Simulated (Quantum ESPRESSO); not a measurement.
A self-consistent single point of TiO (P-6m2, 2 atoms in the cell) with Quantum ESPRESSO.

Method of the run: PBEsol+U, SSSP 1.1.2 efficiency (PBE) pseudopotentials (plane waves; Quantum ESPRESSO 7.5).

```yaml
crystal:
  lattice:
    - [2.82253, 0.00000, 0.00000]
    - [-1.41126, 2.44438, 0.00000]
    - [0.00000, 0.00000, 2.83628]
  atoms:
    - { symbol: Ti, position: [0.66667, 0.33333, 0.00000] }
    - { symbol: O, position: [0.00000, 0.00000, 0.50000] }
```

Reference input (self-consistent single point, DFT, PBEsol, plane waves, SSSP 1.1.2 efficiency (PBE) pseudopotentials): ecutwfc = 55 Ry; ecutrho = 440 Ry; occupations = smearing; smearing = fd; degauss = 0.0073499 Ry; input_dft = pbesol; potentials = {Ti: ti_pbe_v1.4.uspp.F.UPF, O: O.pbe-n-kjpaw_psl.0.1.UPF}; K_POINTS = automatic 13 13 12 0 0 0; conv_thr = 1e-11 Ry; mixing_beta = 0.4. This run's input differs from it in these lines:

```diff
@@ -36,2 +36,4 @@
    0.000000000     0.000000000     1.004871597
+HUBBARD {ortho-atomic}
+U Ti-3d 6
```

The program printed (abridged):

```
     Self-consistent Calculation

     iteration #  1     ecut=    55.00 Ry     beta= 0.40

     =================== HUBBARD OCCUPATIONS ===================
     ------------------------ ATOM    1 ------------------------
     Tr[ns(  1)] =   1.96205
     eigenvalues:
       0.088  0.088  0.267  0.269  0.269

     Number of occupied Hubbard levels =    1.9621

     negative rho (up, down):  1.373E-03 0.000E+00

     total energy              =    -160.00230108 Ry
     estimated scf accuracy    <       0.33538917 Ry

     iteration #  2     ecut=    55.00 Ry     beta= 0.40

     negative rho (up, down):  9.786E-04 0.000E+00

   [... lines left out ...]
     estimated scf accuracy    <       0.07106917 Ry

     iteration #  3     ecut=    55.00 Ry     beta= 0.40

     negative rho (up, down):  6.679E-04 0.000E+00

     total energy              =    -160.09149278 Ry
     estimated scf accuracy    <       0.00663356 Ry

   [... 8 blocks of this kind left out ...]

     iteration # 12     ecut=    55.00 Ry     beta= 0.40

     negative rho (up, down):  5.249E-04 0.000E+00

     total energy              =    -160.09527135 Ry
     estimated scf accuracy    <          6.5E-10 Ry

     iteration # 13     ecut=    55.00 Ry     beta= 0.40

     negative rho (up, down):  5.249E-04 0.000E+00
     End of self-consistent calculation

     =================== HUBBARD OCCUPATIONS ===================
     ------------------------ ATOM    1 ------------------------
     Tr[ns(  1)] =   2.42076
     eigenvalues:
       0.099  0.099  0.268  0.268  0.476

     Number of occupied Hubbard levels =    2.4208

     Number of k-points >= 100: set verbosity='high' to print the bands.

     the Fermi energy is    17.4547 ev

!    total energy              =    -160.09527136 Ry
     estimated scf accuracy    <          4.4E-12 Ry
     smearing contrib. (-TS)   =      -0.00020921 Ry
     internal energy E=F+TS    =    -160.09506215 Ry

     Hubbard energy            =       0.36192977 Ry

     convergence has been achieved in  13 iterations

     negative rho (up, down):  5.249E-04 0.000E+00

   [... lines left out ...]
     Total force =     0.000000     Total SCF correction =     0.000000
   [... lines left out ...]

     negative rho (up, down):  5.249E-04 0.000E+00
          total   stress  (Ry/bohr**3)                   (kbar)     P=       25.86
   0.00040561   0.00000000   0.00000000           59.67        0.00        0.00
   0.00000000   0.00040561   0.00000000            0.00       59.67        0.00
  -0.00000000  -0.00000000  -0.00028392           -0.00       -0.00      -41.77

   JOB DONE.
```

The run converged in 13 iterations. Against the reference run the pressure goes from -9.28 to 2.59 GPa.

The starting cell comes from a database of computed structures (which also holds hypothetical and non-ambient phases and stackings), without a prior relaxation at this level. Its lattice was rescaled by a random factor within 2.5 % of one. Spin polarisation is off, so a magnetic state, if there is one, cannot be reached. The U value is a test value, and with U on an open shell several self-consistent states can exist.
